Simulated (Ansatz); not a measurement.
Cells marked so need not be the phases stable at ambient conditions, and some may be hypothetical.

By PBEsol, each system below comes out a metal.

Ballistic conductance counts the channels of both spins, as a mean over 0.1 eV about the Fermi level; spin-orbit coupling is left out.

A. TiC (Fm-3m, rock salt, 2 atoms a cell, 10.2 Å³ an atom, -7 GPa at this level), current normal to (111)
B. TiAl (P4/mmm, 2 atoms a cell, 16.1 Å³ an atom, -2 GPa at this level), current normal to (110)
C. Ta (Im-3m, bcc (W type), 1 atom a cell, 18.1 Å³ an atom, -5 GPa at this level), current normal to (110)
D. CoSn (P6/mmm, not sure to be the ambient phase, 6 atoms a cell, 16.6 Å³ an atom, -2 GPa at this level), current normal to (100)

Q: Rank these by ballistic conductance per area (lowest first), as PBEsol in Ansatz (a quantum-chemistry and plane-wave program) gives it.

A: D (0.19 × 10¹⁵ S/m²), A (0.33 × 10¹⁵ S/m²), B (0.88 × 10¹⁵ S/m²), C (1.8 × 10¹⁵ S/m²)
